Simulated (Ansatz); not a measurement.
Worked example: self-consistent single point of ZnCu₂SnSe₄ (I-4, 8 atoms in the cell) in Ansatz (a quantum-chemistry and plane-wave program)

Method of the run: PBE (plane waves, PAW; Ansatz).

This input was run:

Ansatz 0.2 input:
```yaml
crystal:
  lattice:
    - [-2.86485800, 2.86485800, 5.69850300]
    - [2.86485800, -2.86485800, 5.69850300]
    - [2.86485800, 2.86485800, -5.69850300]
  atoms:
    - { symbol: Zn, position: [0.75000000, 0.25000000, 0.50000000] }
    - { symbol: Cu, position: [0.25000000, 0.75000000, 0.50000000] }
    - { symbol: Cu, position: [0.00000000, 0.00000000, 0.00000000] }
    - { symbol: Sn, position: [0.50000000, 0.50000000, 0.00000000] }
    - { symbol: Se, position: [0.62975000, 0.63653000, 0.52624000] }
    - { symbol: Se, position: [0.36347000, 0.88971000, 0.99322000] }
    - { symbol: Se, position: [0.11029000, 0.10351000, 0.47376000] }
    - { symbol: Se, position: [0.89649000, 0.37025000, 0.00678000] }
kpoints:
  mp_grid:
    grid: [4, 4, 4]
hamiltonian:
  xc: pbe
  pseudopotentials:
    kind: paw
scf:
  occupations:
    method: methfessel_paxton
    width: 0.05
output:
  forces: true
  eigenvalues: true
  stress: true
```

Output (repeated stretches shortened):

```
WARN basis.ecutwfc = 420 eV, the default
WARN ansatz: RAYON_NUM_THREADS=1 ignored (pool sized by the plan → 1); use --threads N
Pseudopotentials: kind: paw
Pseudopotential: Zn, paw, valence charge 12
Pseudopotential: Cu, paw, valence charge 19
Pseudopotential: Sn, paw, valence charge 14
Pseudopotential: Se, paw, valence charge 16
Crystal: 8 atoms, lattice volume = 187.080 Å³
Basis set: ecut = 420 eV, 3707 PW (Γ), exchange–correlation on 96×96×96 points (8 copies of the dense FFT grid, shifted against one another)
Bands: 77, of which v1, the nominal top of the filled ones, is band 64 counted from 1 (63 counted from 0)
Symmetry: 4 space group operations
Space group: I-4 (ITA 82), of the structure as read, at distance tolerance 5.7e-5 Å
k-points: 14 of 64 (time reversal used)
Initial density: superposition of atomic densities (neutral atoms: chi_scale 0, normalization atom), corrected by the library's trained network
Initial wavefunctions: pseudopotential atomic-orbital guess
Eigensolver: davidson
Functional: x = pbe(κ = 0.804, μ = 0.2195149727645171), c = pbe(β = 0.06672455060314922)
SCF iter   1: F=—  HF=-44473.014227 eV  |F-HF|=—  |Δ(HF+E_count)|=         —  Δρ=1.08e-3  dr2=1.82e-3  ethr=1.77e-3  ⟨swp⟩=6.0  Hψ=3952  notcnv=0  defer=10
all-band conjugate gradients solve this SCF's bands
preconditioner: auto → Resta (q_TF=auto, 2.561 Å⁻¹)
SCF iter   2: F=—  HF=-44473.014736 eV  |F-HF|=—  |Δ(HF+E_count)|=   5.10e-4  S|Δr|=    0.00e0  Δρ=1.12e-3  dr2=1.35e-3  ethr=1.43e-6  ⟨swp⟩=3.0  Hψ=2298  notcnv=0  defer=46
SCF iter   3: F=—  HF=-44473.014549 eV  |F-HF|=—  |Δ(HF+E_count)|=   1.88e-4  S|Δr|=    0.00e0  Δρ=4.93e-4  dr2=4.07e-4  ethr=1.05e-6  ⟨swp⟩=2.0  Hψ=1855  notcnv=0  defer=46
SCF iter   4: F=—  HF=-44473.014587 eV  |F-HF|=—  |Δ(HF+E_count)|=   3.78e-5  S|Δr|=    0.00e0  Δρ=1.70e-4  dr2=4.74e-5  ethr=3.18e-7  ⟨swp⟩=2.0  Hψ=1349  notcnv=0  defer=46
SCF iter   5: F=—  HF=-44473.014608 eV  |F-HF|=—  |Δ(HF+E_count)|=   2.12e-5  S|Δr|=    0.00e0  Δρ=9.58e-5  dr2=1.69e-5  ethr=3.70e-8  ⟨swp⟩=2.0  Hψ=1841  notcnv=0  defer=46
SCF iter   6: F=—  HF=-44473.014611 eV  |F-HF|=—  |Δ(HF+E_count)|=   2.85e-6  S|Δr|=    0.00e0  Δρ=7.01e-5  dr2=8.93e-6  ethr=1.32e-8  ⟨swp⟩=2.0  Hψ=1869  notcnv=0  defer=46
SCF iter   7: F=—  HF=-44473.014612 eV  |F-HF|=—  |Δ(HF+E_count)|=   1.28e-6  S|Δr|=    0.00e0  Δρ=2.79e-5  dr2=2.26e-6  ethr=6.98e-9  ⟨swp⟩=2.0  Hψ=1336  notcnv=0  defer=46
SCF iter   8: F=—  HF=-44473.014613 eV  |F-HF|=—  |Δ(HF+E_count)|=   1.27e-6  S|Δr|=    0.00e0  Δρ=9.78e-6  dr2=3.61e-7  ethr=1.77e-9  ⟨swp⟩=2.0  Hψ=1399  notcnv=0  defer=46
SCF iter   9: F=-44473.014614 eV  HF=-44473.014614 eV  |F-HF|=6.58e-9  |Δ(HF+E_count)|=   3.32e-7  S|Δr|=    0.00e0  Δρ=6.89e-6  dr2=8.47e-8  ethr=7.81e-11  ⟨swp⟩=8.3  Hψ=5097  notcnv=0
SCF 1 converged in 9 iterations: F = -44473.014614 eV  dr2 = 8.47e-8
SCF converged after 9 iterations
Stability not checked (fill_not_monotonic)
Free energy (F): -44473.014614 eV
Harris-Foulkes:  -44473.014614 eV  (|F-HF|=6.58e-9)
Internal energy: -44473.014355 eV  (E = F + TS)
E sigma→0 (E₀):  -44473.014549 eV
Entropy (-TS):   -0.000259 eV (-0.032 meV/atom)
Fermi energy:    8.479878 eV
Step filling:    the computed levels leave a gap of 0.0468 eV = 0.9 smearing widths
--- Per-component energies (eV) ---
  E_band       = -2637.566846
  E_kinetic    = 1391.843761
  E_local      = -24298.959111  (includes V_loc(G=0)·N_el)
  E_nonlocal   = -1002.668745
  E_hartree    = 11425.710839
  E_xc         = -1112.202238
  E_vxc        = -767.437898  (∫ρ·V_xc dr)
  E_paw        = -16952.970764  (= ΣΔE_a)
  E_vpaw       = -811.748842  (= ΣTr[D̂ρ^β])
  E_aug_tail   = -0.002072  (compensation charges beyond the density's cutoff)
  E_ewald      = -13923.766025
  E_smearing   = -0.000259  (= −TS)
  E_closure    = -0.000000  (closes the sum)
  Σ components = -44473.014614   (vs F -44473.014614, Δ=0.00e0)
--- Forces (eV/Å), atoms counted from 1 ---
  atom   1  Zn    -0.00000000     0.00000000     0.00000000
  atom   2  Cu     0.00000000    -0.00000000     0.00000000
  atom   3  Cu    -0.00000000    -0.00000000     0.00000000
  atom   4  Sn     0.00000000    -0.00000000     0.00000000
  atom   5  Se     0.13176987     0.01740376    -0.04926255
  atom   6  Se     0.01740376    -0.13176987     0.04926255
  atom   7  Se    -0.13176987    -0.01740376    -0.04926255
  atom   8  Se    -0.01740376     0.13176987     0.04926255
  max |Σ_I F_I| component: 3.47e-17 eV/Å
--- Stress (GPa, compression-positive) ---
        1.439579      -0.000000      -0.000000
        0.000000       1.439579      -0.000000
       -0.000000      -0.000000       1.515648
  P = ⅓ Tr σ = 1.4649 GPa (14.649 kbar)
  The stress holds the Pulay correction. Without it, at fixed plane waves, as pw.x and ABINIT print it: P = 1.4218 GPa
--- Band table (eV; the first three rows and the last of 14) ---
  k-point 0: bands = ["-103.2688", "-103.2419", "-60.7164", "-60.6540", "-60.6540", "-60.6415", "-60.6415", "-60.6111", "-39.5054", "-39.5053", "-39.5052", "-39.5052", "-39.4790", "-39.4790", "-39.4789", "-39.4789", "-39.4576", "-39.4576", [...]
  k-point 1: bands = ["-103.2687", "-103.2419", "-60.7164", "-60.6540", "-60.6540", "-60.6415", "-60.6415", "-60.6111", "-39.5053", "-39.5053", "-39.5052", "-39.5052", "-39.4790", "-39.4790", "-39.4790", "-39.4789", "-39.4576", "-39.4576", [...]
  k-point 2: bands = ["-103.2687", "-103.2419", "-60.7164", "-60.6540", "-60.6540", "-60.6415", "-60.6415", "-60.6111", "-39.5053", "-39.5053", "-39.5052", "-39.5052", "-39.4790", "-39.4790", "-39.4790", "-39.4789", "-39.4576", "-39.4576", [...]
  k-point 13: bands = ["-103.2687", "-103.2419", "-60.7164", "-60.6540", "-60.6540", "-60.6415", "-60.6415", "-60.6111", "-39.5055", "-39.5052", "-39.5051", "-39.5051", "-39.4790", "-39.4790", "-39.4789", "-39.4789", "-39.4576", "-39.4576", [...]
```

The run converged in 9 iterations.

The starting cell comes from a database of computed structures (which also holds hypothetical and non-ambient phases and stackings), without a prior relaxation at this level. Its lattice was rescaled by a random factor within 2.5 % of one. Spin polarisation is off. Ansatz's pressure includes its estimate of the finite-basis (Pulay) stress. The run gives no clean gap (levels at the Fermi energy touch, overlap or are partly filled at this smearing), which alone does not show that the compound is a metal.
